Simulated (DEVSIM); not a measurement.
Device: Schottky contact on n-type Si, at 300 K.

| layer (left to right) | material | thickness (μm) | Nd (cm⁻³) | τn (s) | τp (s) |
|---|---|---|---|---|---|
| 1 | Si | 2.10 | 8.5e16 | 7.6e-6 | 7.6e-6 |

Left contact: Schottky, work function 4.74 eV, emission velocity 1.5e6 cm/s. Right contact: ohmic. Voltage is applied to the left contact. Recombination: SRH at mid-gap, radiative. Gap narrowing is on: ΔEg = 6.92 meV × (l + √(l² + 0.5)), l = ln(N/1.3e17 cm⁻³), shared equally by both band edges. Mobility is constant in doping.

The device is made up for the run: typed textbook-type constants, with dimensions and the other settings drawn at random. Values at 300 K.

```csv
parameter,Si
gap (eV),1.124
affinity (eV),4.05
permittivity,11.7
Nc (cm⁻³),2.86e19
Nv (cm⁻³),3.1e19
μn (cm²/Vs),1417
μp (cm²/Vs),470
B (cm³/s),4.7e-15
```

DEVSIM, 1D drift-diffusion, Boltzmann statistics, complete ionisation; no tunnelling, impact ionisation, image-force lowering or self-heating. Metal contacts follow the ideal Schottky-Mott rule: no Fermi-level pinning, no interface dipoles.

Q: Give the dark reverse current.

A: 
```
V (V)  J (A/cm²)
-----  ---------
-0.10    -1.8e-5
-0.25    -1.8e-5
-0.50    -1.8e-5
-0.75    -1.8e-5
-1.00    -1.8e-5
-1.50    -1.8e-5
```
